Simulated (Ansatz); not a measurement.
**MnNiGe, response to strain**

The reference is MnNiGe (space group Pnma, No. 62; a = 5.8778 Å, b = 3.6212 Å, c = 7.0026 Å; ferromagnetic; a cell from a computed database, its experimental status unchecked). Axes: x, y, z lie along a, b, c of the conventional cell.

Strains are applied to the cell and any free atomic positions relax; under stress the whole cell relaxes.

The values are results of PBEsol in Ansatz (plane waves to 420 eV, PAW, no spin-orbit coupling), not measurements.

Notes on the quantities. energy relative to the base: free energy F.

| variant | energy relative to the base | space group | largest site moment | shortest interatomic distance |
|---|---|---|---|---|
| base | 0 meV/atom | Pnma (No. 62) | 2.79 μB | 4.334 bohr |
| tensor shear ε_xy = −0.65 % | +0.7 meV/atom | P2_1/c (No. 14) | 2.79 μB | 4.334 bohr |
| uniaxial stress, 2 GPa tension along z | +0.7 meV/atom | Pnma (No. 62) | 2.79 μB | 4.355 bohr |
| uniaxial stress, 5 GPa compression along z | … | Pnma (No. 62) | 2.77 μB | … |

Problem. Some entries are withheld; estimate them.

Solution. 
- uniaxial stress, 5 GPa compression along z, energy relative to the base: +4.2 meV/atom
- uniaxial stress, 5 GPa compression along z, shortest interatomic distance: 4.288 bohr

Other magnetic orders, which the real material may have, were not ruled out. Without a gap, meshes like the base's 7×10×6 leave anisotropic stresses uncertain by several tenths of a GPa, and small strain energies with them. Stability under load was not tested beyond the relaxation.

Ansatz is a program for electronic structure.
